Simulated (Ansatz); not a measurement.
Amorphous In$_{9}$Ga$_{9}$Zn$_{9}$O$_{39}$W, 67 atoms at 5.91 g/cm³, one PBE-relaxed geometry, zone centre. Methods: PBE, scalar-relativistic without spin-orbit coupling (Ansatz, a first-principles code); r2SCAN, scalar-relativistic without spin-orbit coupling (Ansatz); HSE06, scalar-relativistic without spin-orbit coupling (Ansatz). Plane waves to 420 eV (r2SCAN 500 eV); exact exchange is cut at the cell's faces. At PBE the levels at the filled edge of the gap are localised (band-tail or defect states), and the nearest spread-out levels lie 1.0 eV apart at the zone centre. All rungs ran without spin polarisation.

The cell was made by melting and quenching with the CHGNet potential and then relaxed with DFT. O atoms were pushed apart under 1.9 Å during the dynamics, to hinder bonds among them. The hot cell started wider than the set density and was brought back towards it in steps. It is the lowest in DFT energy of 2 quenches. It is a model cell: composition and starting density were chosen by hand, and all elements were melted together. No dispersion term was used. Its density started from a set value of 5.97 and ended at 5.91 g/cm³. The simulated quench (nominally 210 K/ps over its main leg) is rapid and tends to freeze in more defects than a deposited or slowly cooled glass has. One small periodic cell is one sample of the glass; other quenches scatter about these values. Volume and shape were free in the relaxation.

The relaxation ran on the zone centre alone. At PBE the level gap is 0.67 eV on a 2×2×2 Γ-centred mesh, and the spacing at the zone centre alone 0.68 eV.

Question: What zone-centre spacing does r2SCAN give, roughly?

Answer: 1.16 eV (+0.47 eV against PBE).

Question: What zone-centre spacing does HSE06 give, roughly?

Answer: 2.25 eV (+1.57 eV against PBE).

The highest filled and the lowest empty state spread over these numbers of atoms (participation numbers): PBE: 2.3 and 57.0; r2SCAN: 2.3 and 55.8; HSE06: 2.2 and 54.9.
